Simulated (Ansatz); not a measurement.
**Al2O3: response to strain**

The reference is Al2O3 in the corundum structure (space group R-3c, No. 167).

```xyz
10
Lattice="2.3869 1.3781 4.3382 -2.3869 1.3781 4.3382 0.0000 -2.7561 4.3382" Properties=species:S:1:pos:R:3 pbc="T T T"
Al     0.0000     0.0000     8.4325
Al     0.0000     0.0000     1.9251
Al     0.0000     0.0000     4.5822
Al     0.0000     0.0000    11.0895
O      0.7301     1.4916     5.4228
O     -1.6568    -0.1136     5.4228
O     -0.7301    -1.4916     7.5919
O     -0.9268     1.3781     7.5919
O      1.6568     0.1136     7.5919
O      0.9268    -1.3781     5.4228
```

Strains are applied to the cell and any free atomic positions relax.

All numbers come from PBEsol, PAW, 420 eV (Ansatz, an electronic-structure program; scalar-relativistic without spin-orbit coupling).

Candidates:
(a) isotropic strain −2.25 %
(b) isotropic strain −3.00 %
(c) isotropic strain −0.75 %

Base values:

The band gap comes out as 6.03 eV.

### Question
Order them by band gap, highest first.

### Answer
(b) isotropic strain −3.00 % (7.19 eV), (a) isotropic strain −2.25 % (6.89 eV), (c) isotropic strain −0.75 % (6.31 eV)

No phonon test of stability was made.
